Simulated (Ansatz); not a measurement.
## Habitual settings against a tight run: CO2 (P4_2/mnm, 6 atoms in the cell)

Self-consistent single point.

```xyz
6
Lattice="4.1832 0.0000 0.0000 0.0000 4.1832 0.0000 0.0000 0.0000 4.6390" Properties=species:S:1:pos:R:3 pbc="T T T"
C      2.0916     2.0916     2.3195
C      0.0000     0.0000     0.0000
O      1.2752     2.9081     2.3195
O      2.9081     1.2752     2.3195
O      3.3668     3.3668     0.0000
O      0.8164     0.8164     0.0000
```

Method of the run: PBEsol, default PAW files made with PBE (plane waves; Ansatz, an electronic-structure program).

Base settings: basis.ecutwfc = 420 eV; kpoints.mp_grid.grid = 7 7 6; kpoints.mp_grid.shift = 0.5 0.5 0.5; hamiltonian.xc = pbesol; hamiltonian.pseudopotentials = {kind: paw} (the program's default PAW files); scf.occupations.method = fermi_dirac; scf.occupations.width = 0.01 eV.

Tight run (finer mesh or higher cutoff; not a proven limit): basis.ecutwfc: 420 eV → 590 eV; kpoints.mp_grid.grid: 7 7 6 → 10 10 9; scf.convergence.dr2_threshold: default (1e-07 eV) → 1e-09 eV. It gave top of the valence band (on the code's own zero) -1.34 eV; gap on the k-point mesh 6.75 eV; pressure 4.99 GPa; largest force (vector length) 1.239 eV/Å.

Quick runs, as changes from the base:
- A: the base itself
- B: kpoints.mp_grid.grid: 7 7 6 → 4 4 4; scf.occupations.method: fermi_dirac → gaussian; scf.occupations.width: 0.01 eV → 0.272 eV
- C: basis.ecutwfc: 420 eV → 210 eV; kpoints.mp_grid.grid: 7 7 6 → 2 2 2; hamiltonian.xc: pbesol → lda; scf.occupations.method: fermi_dirac → methfessel_paxton; scf.occupations.width: 0.01 eV → 0.272 eV [LDA (PW92)]
- D: basis.ecutwfc: 420 eV → 250 eV; kpoints.mp_grid.grid: 7 7 6 → 3 3 3; scf.occupations.method: fermi_dirac → methfessel_paxton; scf.occupations.width: 0.01 eV → 0.272 eV
- E: basis.ecutwfc: 420 eV → 335 eV; kpoints.mp_grid.grid: 7 7 6 → 6 6 6; scf.occupations.width: 0.01 eV → 0.5 eV; scf.convergence.dr2_threshold: default (1e-07 eV) → 0.001 eV
- F: basis.ecutwfc: 420 eV → 210 eV; kpoints.mp_grid.grid: 7 7 6 → 8 8 8; scf.occupations.method: fermi_dirac → gaussian; scf.occupations.width: 0.01 eV → 0.136 eV; scf.convergence.dr2_threshold: default (1e-07 eV) → 0.001 eV
- G: kpoints.mp_grid.grid: 7 7 6 → 4 4 4; hamiltonian.xc: pbesol → b3lyp [B3LYP]
- H: kpoints.mp_grid.grid: 7 7 6 → 4 4 4; hamiltonian.xc: pbesol → hse06 [HSE06]

Energies are extrapolated to zero smearing width, which holds to low order in the width alone.

Dashes: energy of C, G, H, another energy zero; count of G, H, another kind of functional, whose work the count does not hold.

Gaps are read on each run's own mesh, which may miss the band edges.

† marks runs with another functional, U, potentials or spin treatment: their distance from the tight run is not a convergence error alone.

The count of work is k-points × plane waves × bands × iterations; it is no time. 

Pressures in the table are Ansatz's without its Pulay estimate, at a fixed set of plane waves; the tight run's value above holds the estimate.

The starting cell comes from a database of computed structures (which also holds hypothetical and non-ambient phases and stackings), without a prior relaxation at this level. Its lattice was rescaled by a random factor within 2.5 % of one. In the base run, with a pressure of about 5 GPa the cell is away from its equilibrium volume at this level. In the base run, forces exceed 1 eV/Å. The shifted mesh does not hold Γ, so a gap read on it misses any band edge there.

```csv
run,energy less tight (meV/atom),pressure less tight (GPa),largest miss in a force vector (eV/Å),gap on the mesh less tight (eV),count of work / tight
A,6.6,-0.75,0.015,0.076,0.18
B,6.4,-0.74,0.015,0.478,0.036
C†,–,-158.31,2.859,1.164,0.0025
D,1485.4,-75.58,0.659,0.600,0.019
E,133.7,-10.97,0.044,0.152,0.12
F,3831.0,-151.26,2.083,-0.331,0.085
G†,–,-3.28,1.170,2.541,–
H†,–,-3.79,1.322,2.331,–
```

Among the runs at the tight run's level, the energy misses run from 6.4 to 3831.0 meV/atom.

Keys are those of Ansatz 0.2.
